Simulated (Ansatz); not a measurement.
The parent structure is CdS in the wurtzite structure (space group P6_3mc, No. 186; a = 4.124 Å, c = 6.708 Å). Axes: x lies along a and z along c of the hexagonal cell.

Perturbation: the cell is compressed by 1.20 % along z with no lateral relaxation, atoms relaxed at fixed cell.

The values are results of PBEsol (Ansatz, a program for electronic structure), spin-orbit coupling left out, not measurements.

Base, band edges from the VBM (valence, conduction): K -1.70, 4.49; H -1.15, 4.31; M -0.78, 3.63; L -1.37, 3.36; A -0.40, 2.75; Γ 0.00, 1.09 eV.

Q: Give the band edges at the high-symmetry points of the new zone, measured from its valence-band maximum.

A: 
```
point  valence edge (eV)  conduction edge (eV)
-----  -----------------  --------------------
Γ                   0.00                  1.14
M                  -0.80                  3.68
K                  -1.72                  4.54
A                  -0.42                  2.77
L                  -1.33                  3.40
H                  -1.12                  4.39
```

The gap is 1.14 eV, direct at Γ.

The cells carry an imposed strain or load. Stability against distortions was not tested.
